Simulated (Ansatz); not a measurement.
An Ansatz (an electronic-structure program) run: Ir with a change (biaxial strain −1.25 %, plane normal [111], relaxed out of plane); LDA (Ansatz, PAW, without spin-orbit coupling).

Input:

Ansatz 0.2 input:
```yaml
crystal:
  lattice:
    - [2.6616908079, 0, 0]
    - [1.3308454039, 2.3050918566, 0]
    - [1.3308454039, -0.7683639522, 2.2145259019]
  atoms:
    - { symbol: Ir, position: [0, 0, 0] }
basis: { ecutwfc: 420, ecutrho_ratio: 4, xc_grid: 2, fft_grid_basis: typed }
kpoints: { mp_grid: { grid: [30, 30, 30] } }
hamiltonian:
  xc: lda
  dispersion: none
  pseudopotentials: { kind: paw }
scf: { occupations: { method: fermi_dirac, width: 0.1 } }
relax: { f_tol: 0.005, max_steps: 50, cell: { stress_tol: 0.01, fix: [a, b, gamma] } }
output: { forces: true, stress: true }
checkpoint: { write: state.ck, write_every: 1000 }
```

Output (explanatory and most iteration lines left out):

```
Relaxation: its limit of steps is 50 (relax.max_steps)
Pseudopotential: Ir, paw, valence charge 17
Crystal: 1 atoms, lattice volume = 13.587 Å³
Basis set: ecut = 420 eV, 271 PW (Γ), exchange–correlation on 36×36×40 points (8 copies of the dense FFT grid, shifted against one another)
Bands: 13, of which v1, the nominal top of the filled ones, is band 9 counted from 1 (8 counted from 0)
Symmetry: 12 space group operations
Space group: R-3m (ITA 166), of the structure as read, at distance tolerance 2.4e-5 Å
k-points: 2496 of 27000
Functional: x = slater, c = lda
SCF iter   1: F=—  HF=-11663.395237 eV  |F-HF|=—  |Δ(HF+E_count)|=         —  Δρ=6.24e-3  dr2=9.86e-4  ethr=1.77e-3  ⟨swp⟩=5.0  Hψ=165791  notcnv=0
SCF iter   2: F=—  HF=-11663.395195 eV  |F-HF|=—  |Δ(HF+E_count)|=   4.20e-5  Δρ=3.10e-3  dr2=2.14e-4  ethr=5.80e-6  ⟨swp⟩=1.8  Hψ=58113  notcnv=0
SCF 1 converged in 6 iterations: F = -11663.395272 eV  dr2 = 2.09e-10
relax step   1: F+E_penalty+E_count = -11663.39527181 eV  Δ(F+E_penalty+E_count) = +0.000e0 eV  max|allowed force component| = 0.000e0 eV/Å  Δτ_max = 0.0000 Å  P = +8.232 GPa  Ω = 13.587 Å³  fix = [a, b, gamma]  reactions: a +12.160, b +12.160 GPa  (6 SCF iters, dr2 threshold 1.00e-7 eV, accepted)
[... steps on the carried basis left out ...]
relax step   3: F+E_penalty+E_count = -11663.39527743 eV  Δ(F+E_penalty+E_count) = -5.616e-6 eV  max|allowed force component| = 0.000e0 eV/Å  Δτ_max = 0.0000 Å  P = +8.035 GPa  Ω = 13.593 Å³  energy of the carried Pulay correction = -1.865e-6 eV  fix = [a, b, gamma]  reactions: a +12.053, b +12.053 GPa  (5 SCF iters, accepted)
Crystal: 1 atoms, lattice volume = 13.593 Å³
SCF iter   1: F=—  HF=-11663.395280 eV  |F-HF|=—  |Δ(HF+E_count)|=         —  Δρ=1.15e-6  dr2=3.51e-11  ethr=3.44e-8  ⟨swp⟩=3.0  Hψ=249504  notcnv=0
SCF iter   2: F=—  HF=-11663.395279 eV  |F-HF|=—  |Δ(HF+E_count)|=   1.03e-6  Δρ=5.98e-7  dr2=7.45e-12  ethr=2.06e-13 (applied; sched 1.00e-12)  ⟨swp⟩=3.1  Hψ=73641  notcnv=0
SCF 4 converged in 4 iterations: F = -11663.395279 eV  dr2 = 3.11e-14
SCF converged after 4 iterations
Free energy (F): -11663.395279 eV
Internal energy: -11663.366526 eV  (E = F + TS)
E sigma→0 (E₀):  -11663.380903 eV
Entropy (-TS):   -0.028753 eV (-28.753 meV/atom)
Fermi energy:    26.765378 eV
--- Forces (eV/Å), atoms counted from 1 ---
  atom   1  Ir    -0.00000000     0.00000000     0.00000000
--- Stress (GPa, compression-positive) ---
       12.052796      -0.000000       0.000000
       -0.000000      12.052796      -0.000000
        0.000000      -0.000000      -0.001895
  P = ⅓ Tr σ = 8.0346 GPa (80.346 kbar)
--- Relaxed structure (3 steps of the walk, 2 accepted, 1 SCFs on fresh bases) ---
  cell:  # Å, volume = 13.5935 Å³
    - [2.661690807864824, 2.8867538190137128e-11, 4.006415222601236e-11]
    - [1.330845403907412, 2.305091856644897, 2.00320092949255e-11]
    - [1.3308454039073963, -0.7683639521957206, 2.2155677327266434]
  atoms:
    - { symbol: Ir, position: [0.0, 0.0, 0.0] }
```

Stability against distortions was not tested. The final runs are not spin-polarised. The cell was made from Ir in the fcc (Cu type) structure (space group Fm-3m, No. 225) by this change: biaxial strain −1.25 %, plane normal [111], relaxed out of plane.
